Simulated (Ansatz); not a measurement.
# Ru in the diamond structure (space group Fd-3m, No. 227; a hypothetical phase, not in the database extracts checked)

```
Ru
1.0
    0.00000     2.72728     2.72728
    2.72728     0.00000     2.72728
    2.72728     2.72728     0.00000
Ru
2
Direct
  0.75000   0.75000   0.75000
  0.50000   0.50000   0.50000
```

The values are results of PBE (Ansatz, a first-principles code; PAW; 420 eV plane waves; spin-orbit coupling left out), not measurements. Γ-centred 15×15×15 mesh, Fermi–Dirac width 0.05 eV.

```yaml
volume_per_atom: 20.29 Å³
density: 8.27 g/cm³
band_gap: zero
total_energy: -5877.505 eV/atom (σ→0; compares only within this code and set-up)
```

Whether these cells are dynamically stable was not tested. All final runs are without spin polarisation.
